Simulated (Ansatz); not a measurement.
Amorphous Al₂₈O₄₃K₂

The cell was made by melting and quenching with the CHGNet potential and then relaxed with DFT. O atoms were pushed apart under 1.9 Å during the dynamics, to hinder bonds among them. The hot cell started wider than the set density and was brought back towards it in steps. It is the lowest in DFT energy of 2 quenches. It is a model cell: composition and starting density were chosen by hand, and all elements were melted together. No dispersion term was used.

Methods: PBE, scalar-relativistic without spin-orbit coupling (Ansatz, a quantum-chemistry and plane-wave program); r2SCAN, scalar-relativistic without spin-orbit coupling (Ansatz); HSE06, scalar-relativistic without spin-orbit coupling (Ansatz). Geometry, pressure, stress and energy are those of the PBE run. Its sampling: a 2×2×2 Γ-centred mesh; Fermi-Dirac width 0.02 eV; no spin polarisation. Other functionals are single points at the zone centre (r2SCAN at 500 eV; exact exchange cut at the cell's faces), free to take moments where seeds were set. At PBE the levels at the filled edge of the gap are localised (band-tail or defect states), and the nearest spread-out levels lie 3.8 eV apart at the zone centre.

The number of atoms in the cell is 73. The density (volume relaxed, without dispersion) is 3.04 g/cm³, the volume per atom is 11.39 Å³ and the pressure on a 2×2×2 Γ-centred mesh comes out as 0.05 GPa. The largest force and stress component on that mesh (the relaxation ran on the zone centre alone) comes out as 0.05 eV/Å and 0.1 GPa and the level gap on a 2×2×2 Γ-centred mesh (PBE) is 3.49 eV. The level gap at the zone centre (PBE) is 3.50 eV, the level gap at the zone centre (r2SCAN) is 4.14 eV and the level gap at the zone centre (HSE06) is 5.21 eV.

Bonds are counted up to Al-Al 2.66 Å, Al-O 2.38 Å, Al-K 3.56 Å, O-O 1.58 Å, O-K 3.23 Å, K-K 4.47 Å. Two cations that share two anions don't count as bonded, nor two that share one unless they lie closer than Al-Al 2.59 Å, Al-K 3.47 Å, K-K 4.34 Å.

```yaml
Mean coordination of Al by anions: 4.64 (12 with 4, 14 with 5, 2 with 6)
Mean coordination of O: 3.37 (28 with 3, 14 with 4, 1 with 5)
Mean coordination of K by anions: 7.50 (1 with 7, 1 with 8)
Mean Al-O bond: 1.861 Å (spread 0.105 Å, 130 counted)
Mean O-K bond: 2.913 Å (spread 0.165 Å, 15 counted)
```

Its density started from a set value of 3.04 g/cm³. Cooling (nominally 340 K/ps over its main leg) ran many orders faster than in experiment, which tends to leave more defects and strain. A cell of this size samples the disorder only roughly. Volume and shape were free in the relaxation.
